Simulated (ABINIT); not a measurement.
A self-consistent single point of Rb3Ge (I4/mmm, 4 atoms in the cell) with ABINIT.

Method: LDA (PW92), norm-conserving pseudopotentials (PseudoDojo nc-sr-04 LDA standard) (plane waves; ABINIT).

The change in words: lattice scaled by 0.98. Reference geometry:
```xyz
4
Lattice="-3.1494 3.1494 4.8635 3.1494 -3.1494 4.8635 3.1494 3.1494 -4.8635" Properties=species:S:1:pos:R:3 pbc="T T T"
Rb     0.0000     3.1494     2.4318
Rb     3.1494     0.0000     2.4318
Rb     0.0000     0.0000     4.8635
Ge     0.0000     0.0000     0.0000
```

Reference input (self-consistent single point, DFT, LDA (PW92), plane waves, norm-conserving pseudopotentials (PseudoDojo nc-sr-04 LDA standard)): pseudos = [Rb.upf, Ge.upf]; ecut = 1061 eV; ixc = 7; occopt = 3; tsmear = 0.00183747 Ha; ngkpt = 6 6 6; nshiftk = 1; shiftk = 0 0 0; potentials = PseudoDojo nc-sr-04 LDA standard; nband = 28; kptopt = 1; nstep = 50. This run's input differs from it in these lines:

```diff
@@ -3,7 +3,7 @@
 pseudos "Rb.upf, Ge.upf"
-acell 6.5948115635 6.5948115635 6.5948115635 Angstrom
+acell 6.4629150846 6.4629150846 6.4629150846 Angstrom
 rprim
-        -0.4775613328    0.4775613328    0.7374756584
-         0.4775613328   -0.4775613328    0.7374756584
-         0.4775613328    0.4775613328   -0.7374756584
+        -0.4775612799    0.4775612799    0.7374757269
+         0.4775612799   -0.4775612799    0.7374757269
+         0.4775612799    0.4775612799   -0.7374757269
 natom 4
@@ -13,5 +13,5 @@
 xcart
-        -0.0000000000    3.1494270000    2.4317565000
-         3.1494270000   -0.0000000000    2.4317565000
-        -0.0000000000    0.0000000000    4.8635130000
+        -0.0000000000    3.0864380000    2.3831215000
+         3.0864380000   -0.0000000000    2.3831215000
+         0.0000000000   -0.0000000000    4.7662430000
          0.0000000000    0.0000000000    0.0000000000
```

The program printed (abridged):

```
--- !BeginCycle
solver: {iscf: 7, nstep: 50, nline: 4, wfoptalg: 0, }
tolerances: {tolvrs: 1.00E-11, }
...

     iter   Etot(hartree)      deltaE(h)  residm     vres2
 ETOT  1  -167.12501054812    -1.671E+02 9.486E-01 3.602E+03
 ETOT  2  -169.56691620187    -2.442E+00 3.385E-02 1.298E+04
 ETOT  3  -170.29583733885    -7.289E-01 1.840E-02 3.196E+03
 ETOT  4  -170.53382279922    -2.380E-01 2.777E-02 4.395E+00
 ETOT  5  -170.53439935922    -5.766E-04 3.458E-02 4.414E+00
   [... 6 lines left out ...]
 ETOT 12  -170.53464760042    -2.086E-11 9.268E-04 2.713E-08
 ETOT 13  -170.53464760041     5.855E-12 3.973E-04 8.522E-10
 ETOT 14  -170.53464760042    -9.408E-12 3.327E-04 1.289E-11
 ETOT 15  -170.53464760040     1.879E-11 1.208E-04 9.495E-13
 At SCF step   15       vres2   =  9.49E-13 < tolvrs=  1.00E-11 =>converged.

 Cartesian components of stress tensor (hartree/bohr^3)
  sigma(1 1)=  4.06731420E-05  sigma(3 2)=  0.00000000E+00
  sigma(2 2)=  4.06731420E-05  sigma(3 1)=  0.00000000E+00
  sigma(3 3)=  4.31455394E-05  sigma(2 1)=  0.00000000E+00

 ----iterations are completed or convergence reached----

 reduced coordinates (array xred) for    4 atoms
       0.750000000000      0.250000000000      0.500000000000
       0.250000000000      0.750000000000      0.500000000000
       0.500000000000      0.500000000000      0.000000000000
       0.000000000000      0.000000000000      0.000000000000
 cartesian forces (eV/Angstrom) at end:
    1     -0.00000000000000    -0.00000000000000    -0.00000000000000
   [... lines left out ...]
 Fermi (or HOMO) energy (hartree) =   0.05373   Average Vxc (hartree)=  -0.28815
 Fermi (or HOMO) energy (eV) =   1.46194   Average Vxc (eV)=  -7.84093
   [... lines left out ...]
total_energy        : -1.70534647600403E+02
total_energy_eV     : -4.64048375728440E+03
band_energy         : -2.14364610466456E+01
...

-Cartesian components of stress tensor (GPa)         [Pressure= -1.2209E+00 GPa]
- sigma(1 1)=  1.19664495E+00  sigma(3 2)=  0.00000000E+00
- sigma(2 2)=  1.19664495E+00  sigma(3 1)=  0.00000000E+00
- sigma(3 3)=  1.26938538E+00  sigma(2 1)=  0.00000000E+00

 Calculation completed.
```

The run converged in 15 iterations. Against the reference run the free energy drops by 23.9 meV/atom and the pressure goes from -1.47 to -1.22 GPa.

The starting cell comes from a database of computed structures (which also holds hypothetical and non-ambient phases and stackings), without a prior relaxation at this level. Its lattice was rescaled by a random factor within 2.5 % of one. For this run, on top of that: lattice scaled by 0.98.

Cost on one core of a shared machine: roughly 7 min.
